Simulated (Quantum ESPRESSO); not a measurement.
Input and output of a zone-centre phonon calculation for KTlO₂ (R-3m, 4 atoms in the cell) (Quantum ESPRESSO).

Computed with LDA (PZ), GBRV 1.5 ultrasoft (LDA) pseudopotentials (plane waves; Quantum ESPRESSO).

```xyz
4
Lattice="1.7181 0.9920 6.0717 -1.7181 0.9920 6.0717 0.0000 -1.9839 6.0717" Properties=species:S:1:pos:R:3 pbc="T T T"
K      0.0000     0.0000     9.1076
Tl     0.0000     0.0000     0.0000
O      0.0000     0.0000    13.3350
O      0.0000     0.0000     4.8802
```

Reference input (self-consistent single point, DFT, LDA (PZ), plane waves, GBRV 1.5 ultrasoft (LDA) pseudopotentials): ecutwfc = 40 Ry; ecutrho = 200 Ry; occupations = smearing; smearing = fermi-dirac; degauss = 0.00147 Ry; potentials = {K: k_lda_v1.4.uspp.F.UPF, Tl: tl_lda_v1.2.uspp.F.UPF, O: o_lda_v1.2.uspp.F.UPF}; K_POINTS = automatic 5 5 5 0 0 0; conv_thr = 1e-10 Ry. This run's input differs from it in these lines:

```diff
@@ -13,5 +13,4 @@
    ecutrho = 200,
-   occupations = 'smearing',
-   smearing = 'fermi-dirac',
-   degauss = 0.00147,
+   occupations = 'fixed',
+   nbnd = 23,
 /
```

Step 2 (ph.x):

```fortran
phonons at the zone centre
&INPUTPH
   outdir = './work',
   tr2_ph = 1.0d-14,
   fildyn = 'dyn.G',
   epsil = .true.,
/
0.0 0.0 0.0
```

Step 3 (dynmat.x):

```fortran
&INPUT
   fildyn = 'dyn.G',
   asr = 'crystal',
/
```

Output (repeated stretches shortened):

Output of step 1:

```
     Self-consistent Calculation

     iteration #  1     ecut=    40.00 Ry     beta= 0.70

     negative rho (up, down):  5.495E-02 0.000E+00

     total energy              =    -265.90764232 Ry
     estimated scf accuracy    <       0.93202269 Ry

     iteration #  2     ecut=    40.00 Ry     beta= 0.70

     negative rho (up, down):  5.489E-02 0.000E+00

     total energy              =    -266.10829214 Ry
     estimated scf accuracy    <       1.89496582 Ry

     iteration #  3     ecut=    40.00 Ry     beta= 0.70

     negative rho (up, down):  5.627E-02 0.000E+00

     total energy              =    -266.41825694 Ry
     estimated scf accuracy    <       0.01499193 Ry

   [... 7 blocks of this kind left out ...]

     iteration # 11     ecut=    40.00 Ry     beta= 0.70

     negative rho (up, down):  5.648E-02 0.000E+00

     total energy              =    -266.43916179 Ry
     estimated scf accuracy    <          4.7E-10 Ry

     iteration # 12     ecut=    40.00 Ry     beta= 0.70

     negative rho (up, down):  5.648E-02 0.000E+00
     End of self-consistent calculation

     highest occupied, lowest unoccupied level (ev):     7.5333    8.4491

!    total energy              =    -266.43916179 Ry
     estimated scf accuracy    <          3.7E-11 Ry

     convergence has been achieved in  12 iterations

     negative rho (up, down):  5.648E-02 0.000E+00

     Forces acting on atoms (cartesian axes, Ry/au):

     atom    1 type  1   force =    -0.00000000    0.00000000    0.00000000
     atom    2 type  2   force =    -0.00000000    0.00000000    0.00000000
     atom    3 type  3   force =     0.00000000    0.00000000    0.00055500
     atom    4 type  3   force =     0.00000000    0.00000000   -0.00055500

     Total force =     0.000785     Total SCF correction =     0.000002

     negative rho (up, down):  5.648E-02 0.000E+00
          total   stress  (Ry/bohr**3)                   (kbar)     P=      -44.42
  -0.00028340   0.00000000   0.00000000          -41.69        0.00        0.00
  -0.00000000  -0.00028340   0.00000000           -0.00      -41.69        0.00
   0.00000000   0.00000000  -0.00033902            0.00        0.00      -49.87

   JOB DONE.
```

Output of step 2:

```
     Reading xml data from directory:

     ./work/pwscf.save/

     G-vector sticks info
     --------------------
     sticks:   dense  smooth     PW     G-vecs:    dense   smooth      PW
     Sum        1203     967    313                20043    14315    2691

     negative rho (up, down):  5.648E-02 0.000E+00
     Reading collected, re-writing distributed wavefunctions in ./work/

     Number and degeneracy of irreps per q-point
       N         xq(1)         xq(2)         xq(3)   N irreps
       1   0.000000000   0.000000000   0.000000000       8
        1   2   1   1   1   2   2   2

     Calculation of q =    0.0000000   0.0000000   0.0000000

     phonons at the zone centre

     bravais-lattice index     =            0
     lattice parameter (alat)  =      12.0709  a.u.
   [... lines left out ...]

     Representation     1      1 modes -  To be done

     Representation     2      2 modes -  To be done

     Representation     3      1 modes -  To be done

     Representation     4      1 modes -  To be done

     Representation     5      1 modes -  To be done

     Representation     6      2 modes -  To be done

     Representation     7      2 modes -  To be done

     Representation     8      2 modes -  To be done

     Alpha used in Ewald sum =   1.9000

     negative rho (up, down):  5.648E-02 0.000E+00
     Electric Fields Calculation

      iter #   1   av.it.:  11.7
      thresh= 1.000E-02 alpha_mix =  0.700 |ddv_scf|^2 =  1.344E-06

      iter #   2   av.it.:  20.9
      thresh= 1.159E-04 alpha_mix =  0.700 |ddv_scf|^2 =  9.817E-06

   [... 5 blocks of this kind left out ...]

      iter #   8   av.it.:  20.1
      thresh= 1.380E-08 alpha_mix =  0.700 |ddv_scf|^2 =  1.492E-16

     End of electric fields calculation
          Dielectric constant in cartesian axis

          (       5.720992746       0.000000000      -0.000000000 )
          (      -0.000000000       5.720992747      -0.000000000 )
          (       0.000000000      -0.000000000       3.861813562 )

          Effective charges (d Force / dE) in cartesian axis without acoustic sum rule applied (asr)

           atom    1  K     Mean Z*:        1.23588
      Ex  (        1.01716        0.00000        0.00000 )
      Ey  (        0.00000        1.01716        0.00000 )
      Ez  (       -0.00000        0.00000        1.67331 )
           atom    2  Tl    Mean Z*:        3.01162
      Ex  (        3.74577        0.00000        0.00000 )
      Ey  (        0.00000        3.74577        0.00000 )
      Ez  (        0.00000        0.00000        1.54333 )
           atom    3  O     Mean Z*:       -2.17734
   [... lines left out ...]

     freq (   1-   2) =         -9.5  [cm-1]   --> E_u  L_3'       I
     freq (   3-   3) =         -7.3  [cm-1]   --> A_2u L_2'       I
     freq (   4-   5) =         99.0  [cm-1]   --> E_u  L_3'       I
     freq (   6-   6) =        175.6  [cm-1]   --> A_2u L_2'       I
     freq (   7-   8) =        226.8  [cm-1]   --> E_g  L_3        R
     freq (   9-  10) =        251.5  [cm-1]   --> E_u  L_3'       I
     freq (  11-  11) =        318.4  [cm-1]   --> A_2u L_2'       I
     freq (  12-  12) =        414.2  [cm-1]   --> A_1g L_1        R
   JOB DONE.
```

Output of step 3:

```
     diagonalizing the dynamical matrix ...

 q =      0.00000000     0.00000000     0.00000000
 **************************************************************************
     freq (    1) =      -0.000000 [THz] =      -0.000005 [cm-1]
 ( -0.034172   0.000000     0.013178   0.000000    -0.498657   0.000000   )
 ( -0.034172   0.000000     0.013178   0.000000    -0.498657   0.000000   )
 ( -0.034172   0.000000     0.013178   0.000000    -0.498657   0.000000   )
 ( -0.034172   0.000000     0.013178   0.000000    -0.498657   0.000000   )
     freq (    2) =      -0.000000 [THz] =      -0.000001 [cm-1]
 (  0.208794   0.000000     0.454312   0.000000    -0.002302   0.000000   )
 (  0.208794   0.000000     0.454312   0.000000    -0.002302   0.000000   )
   [... lines left out ...]
 (  0.000000   0.000000    -0.000000   0.000000     0.701616   0.000000   )
     freq (   12) =      12.417776 [THz] =     414.212411 [cm-1]
 (  0.000000   0.000000    -0.000000   0.000000    -0.000000   0.000000   )
 (  0.000000   0.000000    -0.000000   0.000000     0.000000   0.000000   )
 ( -0.000000   0.000000     0.000000   0.000000    -0.707107   0.000000   )
 ( -0.000000   0.000000     0.000000   0.000000     0.707107   0.000000   )
 **************************************************************************
```

The run converged in 12 iterations. 

Summary of the result:
Free energy E − TS: -3625.0895 eV
Top of the valence band (on the code's own zero): 7.53 eV
Gap on the k-point mesh: 0.92 eV
Pressure: -4.44 GPa
Largest force (vector length): 0.014 eV/Å
Zone-centre frequencies (cm⁻¹; negative means imaginary): 0, 0, 0, 99, 99, 176, 227, 227, 251, 251, 318, 414
ε∞ at this k-point mesh, which may be far from converged in small-gap cells (xx, yy, zz): 5.72, 5.72, 3.86
Born charges at this mesh (mean of the diagonal, e): K 1.26, Tl 3.04, O -2.15, O -2.15

The starting cell comes from a database of computed structures (which also holds hypothetical and non-ambient phases and stackings), without a prior relaxation at this level. Its lattice was rescaled by up to half a per cent. Spin-orbit coupling is off. The frequencies listed for the zone centre hold no LO-TO term.
